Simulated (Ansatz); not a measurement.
## Y2Ge (model structure, started from the Cu2Sb type, P4/nmm, No. 129, 6 atoms in the cell): lattice parameter c by level of theory

No measured value is used here.

| level (code) | value (Å) |
|---|---|
| PBE (Ansatz) | 8.096 |
| PBEsol (Ansatz) | 8.017 |
| PBE-D3(BJ) (Ansatz) | 8.028 |

Ansatz's density-functional and Hartree–Fock values are scalar-relativistic unless marked +SOC, with PAW data made under PBE.

A model structure was made by putting elements into a prototype or built by hand; it is no filed structure, need not be a known phase, and can be a saddle point held by its symmetry.

Ansatz is an electronic-structure program.
